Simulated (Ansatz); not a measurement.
Output of an Ansatz run (abridged):

```
WARN ansatz: RAYON_NUM_THREADS=1 ignored (pool sized by the plan → 1); use --threads N
Pseudopotentials: kind: paw
Pseudopotential: Sb, paw, valence charge 15
Pseudopotential: Rh, paw, valence charge 17
Crystal: 12 atoms, lattice volume = 258.922 Å³
Basis set: ecut = 420 eV, 5047 PW (Γ), exchange–correlation on 90×90×90 points (8 copies of the dense FFT grid, shifted against one another)
Bands: 113, of which v1, the nominal top of the filled ones, is band 94 counted from 1 (93 counted from 0)
Symmetry: 4 space group operations
Space group: P21/c (ITA 14), of the structure as read, at distance tolerance 6.4e-5 Å
k-points: 10 of 27
PAW frozen core: Sb, regenerated for the run's functional, and the local potential with it
PAW frozen core: Rh, regenerated for the run's functional, and the local potential with it
Initial density: superposition of atomic densities (neutral atoms: chi_scale 0, normalization atom), corrected by the library's trained network
Initial wavefunctions: pseudopotential atomic-orbital guess
Eigensolver: davidson
Functional: x = pbesol(κ = 0.804, μ = 0.12345679012345678), c = pbesol(β = 0.046)
SCF iter   1: F=—  HF=-76625.280506 eV  |F-HF|=—  |Δ(HF+E_count)|=         —  Δρ=1.03e-2  dr2=3.82e-1  ethr=1.77e-3  ⟨swp⟩=6.1  Hψ=4179  notcnv=0  defer=19
all-band conjugate gradients solve this SCF's bands
preconditioner: auto → Resta (q_TF=auto, 2.587 Å⁻¹)
SCF iter   2: F=—  HF=-76625.228355 eV  |F-HF|=—  |Δ(HF+E_count)|=   4.69e-2  S|Δr|=   8.70e-3  Δρ=4.29e-3  dr2=7.27e-2  ethr=2.03e-4  ⟨swp⟩=1.1  Hψ=1305  notcnv=0  defer=31
SCF iter   3: F=—  HF=-76625.211894 eV  |F-HF|=—  |Δ(HF+E_count)|=   9.99e-3  S|Δr|=   1.07e-2  Δρ=7.42e-4  dr2=1.73e-3  ethr=3.87e-5  ⟨swp⟩=2.0  Hψ=1261  notcnv=0  defer=31
SCF iter   4: F=—  HF=-76625.210738 eV  |F-HF|=—  |Δ(HF+E_count)|=   2.81e-4  S|Δr|=   1.44e-3  Δρ=1.33e-4  dr2=6.86e-5  ethr=9.18e-7  ⟨swp⟩=3.0  Hψ=1901  notcnv=0  defer=31
SCF iter   5: F=—  HF=-76625.210280 eV  |F-HF|=—  |Δ(HF+E_count)|=   1.98e-4  S|Δr|=   4.28e-4  Δρ=3.74e-5  dr2=3.47e-6  ethr=3.65e-8  ⟨swp⟩=3.0  Hψ=1941  notcnv=0  defer=31
SCF iter   6: F=—  HF=-76625.210245 eV  |F-HF|=—  |Δ(HF+E_count)|=   9.14e-7  S|Δr|=   5.58e-5  Δρ=1.04e-5  dr2=3.27e-7  ethr=1.85e-9  ⟨swp⟩=2.0  Hψ=1781  notcnv=0  defer=31
SCF iter   7: F=-76625.210252 eV  HF=-76625.210252 eV  |F-HF|=1.22e-9  |Δ(HF+E_count)|=   4.76e-8  S|Δr|=   1.16e-5  Δρ=2.57e-6  dr2=1.87e-8  ethr=5.32e-11  ⟨swp⟩=10.3  Hψ=5198  notcnv=0
Mixer restart at iter 7: flushing history
SCF iter   8: F=—  HF=-76625.228605 eV  |F-HF|=—  |Δ(HF+E_count)|=         —  Δρ=1.16e-5  dr2=2.75e-7  ethr=9.95e-12  ⟨swp⟩=2.0  Hψ=1333  notcnv=0
SCF iter   9: F=-76625.228605 eV  HF=-76625.228605 eV  |F-HF|=4.15e-8  |Δ(HF+E_count)|=   1.37e-8  S|Δr|=   3.96e-9  Δρ=4.32e-6  dr2=4.91e-8  ethr=9.95e-12  ⟨swp⟩=2.6  Hψ=3514  notcnv=0
SCF 1 converged in 9 iterations: F = -76625.228605 eV  dr2 = 4.91e-8
SCF converged after 9 iterations
Stability not checked (fill_not_monotonic)
Free energy (F): -76625.228605 eV
F+E_penalty+E_count: -76625.228606 eV  (lagrangian_ev)
Harris-Foulkes:  -76625.228605 eV  (|F-HF|=4.15e-8)
Internal energy: -76625.228605 eV  (E = F + TS)
E sigma→0 (E₀):  -76625.228605 eV
Fermi energy:    14.298425 eV
Smearing:        width narrowed from 0.1000 eV (input) to 0.0570 eV after iteration 7, whose occupations did not sum to the number of electrons (Fermi level in …
Step filling:    the computed levels leave a gap of 0.4390 eV = 7.7 smearing widths
--- Per-component energies (eV) ---
  E_band       = -1731.857975
  E_kinetic    = 3976.735954
  E_local      = -20300.034736  (includes V_loc(G=0)·N_el)
  E_nonlocal   = 4353.083197
  E_hartree    = 8601.777100
  E_xc         = -1991.018385
  E_vxc        = -1896.961005  (∫ρ·V_xc dr)
  E_paw        = -50109.780384  (= ΣΔE_a)
  E_vpaw       = -5068.212379  (= ΣTr[D̂ρ^β])
  E_aug_tail   = 0.003327  (compensation charges beyond the density's cutoff)
  E_ewald      = -21159.754334
  E_core_change = 3.759655  (= ΣΔE_core)
  E_smearing   = 0.000000  (= −TS)
  E_closure    = 0.000000  (closes the sum)
  E_count      = -0.000001  (occupations off the electron count; not in F)
  Σ components = -76625.228605   (vs F -76625.228605, Δ=0.00e0)
--- Forces (eV/Å), atoms counted from 1 ---
  atom   1  Sb    -0.47233751     0.08828752    -0.21031158
  atom   2  Sb     0.47233751     0.08828752     0.21031158
  atom   3  Sb     0.47233751    -0.08828752     0.21031158
  atom   4  Sb    -0.47233751    -0.08828752    -0.21031158
  atom   5  Sb    -0.62885580    -0.23846794     0.05814826
  atom   6  Sb     0.62885580    -0.23846794    -0.05814826
  atom   7  Sb     0.62885580     0.23846794    -0.05814826
  atom   8  Sb    -0.62885580     0.23846794     0.05814826
  atom   9  Rh    -0.67671826     0.00452425    -0.27623193
  atom  10  Rh     0.67671826     0.00452425     0.27623193
  atom  11  Rh     0.67671826    -0.00452425     0.27623193
  atom  12  Rh    -0.67671826    -0.00452425    -0.27623193
  max |Σ_I F_I| component: 1.11e-16 eV/Å
--- Stress (GPa, compression-positive) ---
        1.553865       0.000000      -0.411213
        0.000000       0.398655       0.000000
       -0.411213       0.000000       1.489711
  P = ⅓ Tr σ = 1.1474 GPa (11.474 kbar)
  The stress holds the Pulay correction. Without it, at fixed plane waves, as pw.x and ABINIT print it: P = 1.0805 GPa
--- Band table (eV; the first three rows and the last of 10) ---
  k-point 0: bands = ["-64.3547", "-64.3546", "-64.3507", "-64.3507", "-32.4021", "-32.4016", "-32.3958", "-32.3957", "-32.3206", "-32.3199", "-32.2739", "-32.2736", "-32.2581", "-32.2575", "-32.2480", "-32.2479", "-14.9067", "-14.8974", "-14.8806", [...]
  k-point 1: bands = ["-64.3547", "-64.3546", "-64.3507", "-64.3507", "-32.4019", "-32.4016", "-32.3959", "-32.3959", "-32.3188", "-32.3184", "-32.2744", "-32.2743", "-32.2580", "-32.2577", "-32.2490", "-32.2490", "-14.9000", "-14.8945", "-14.8826", [...]
  k-point 2: bands = ["-64.3547", "-64.3546", "-64.3507", "-64.3507", "-32.4020", "-32.4017", "-32.3958", "-32.3958", "-32.3204", "-32.3201", "-32.2738", "-32.2737", "-32.2580", "-32.2577", "-32.2480", "-32.2479", "-14.9045", "-14.8999", "-14.8797", [...]
  k-point 9: bands = ["-64.3547", "-64.3547", "-64.3507", "-64.3507", "-32.4019", "-32.4018", "-32.3958", "-32.3958", "-32.3203", "-32.3202", "-32.2738", "-32.2737", "-32.2579", "-32.2577", "-32.2480", "-32.2480", "-14.9013", "-14.8991", "-14.8795", [...]
```

The structure:

```xyz
12
Lattice="6.6156 0.0000 0.0000 0.0000 6.5596 0.0000 -3.0167 0.0000 5.9665" Properties=species:S:1:pos:R:3 pbc="T T T"
Sb    -0.0667     4.1522     2.2255
Sb     5.1740     0.8724     0.7578
Sb     3.6657     2.4074     3.7410
Sb    -1.5751     5.6872     5.2088
Sb     1.7936     2.3615     1.0322
Sb     3.3137     5.6413     1.9511
Sb     1.8054     4.1981     4.9343
Sb     0.2852     0.9183     4.0155
Rh     0.9637     0.0000     1.7184
Rh     4.1435     3.2798     1.2649
Rh     2.6352     0.0000     4.2482
Rh    -0.5446     3.2798     4.7016
```

Problem. Reconstruct the input of this run.

Solution. Other spellings and defaults could give the same log, and not every line can be read from it. The input that was run (DFT, PBEsol, plane waves, default PAW files made with PBE):

Ansatz 0.2 input:
```yaml
# Sb2Rh
crystal:
  lattice:
    - [6.61560000, 0.00000000, 0.00000000]
    - [0.00000000, 6.55960000, 0.00000000]
    - [-3.01666400, 0.00000000, 5.96654500]
  atoms:
    - { symbol: Sb, position: [0.16000000, 0.63300000, 0.37300000] }
    - { symbol: Sb, position: [0.84000000, 0.13300000, 0.12700000] }
    - { symbol: Sb, position: [0.84000000, 0.36700000, 0.62700000] }
    - { symbol: Sb, position: [0.16000000, 0.86700000, 0.87300000] }
    - { symbol: Sb, position: [0.35000000, 0.36000000, 0.17300000] }
    - { symbol: Sb, position: [0.65000000, 0.86000000, 0.32700000] }
    - { symbol: Sb, position: [0.65000000, 0.64000000, 0.82700000] }
    - { symbol: Sb, position: [0.35000000, 0.14000000, 0.67300000] }
    - { symbol: Rh, position: [0.27700000, 0.00000000, 0.28800000] }
    - { symbol: Rh, position: [0.72300000, 0.50000000, 0.21200000] }
    - { symbol: Rh, position: [0.72300000, 0.00000000, 0.71200000] }
    - { symbol: Rh, position: [0.27700000, 0.50000000, 0.78800000] }
basis:
  ecutwfc: 420.0 eV
kpoints:
  mp_grid: { grid: [3, 3, 3] }
hamiltonian:
  xc: pbesol
  pseudopotentials: { kind: paw }
scf:
  occupations: { method: cold, width: 0.1 eV }
output:
  forces: true
  eigenvalues: true
  stress: true
```

The starting cell comes from a database of published, mostly measured structures (it also holds non-ambient and calculated ones), without a prior relaxation at this level. Spin-orbit coupling is off. Ansatz's pressure includes its estimate of the finite-basis (Pulay) stress.

Ansatz is an electronic-structure program.
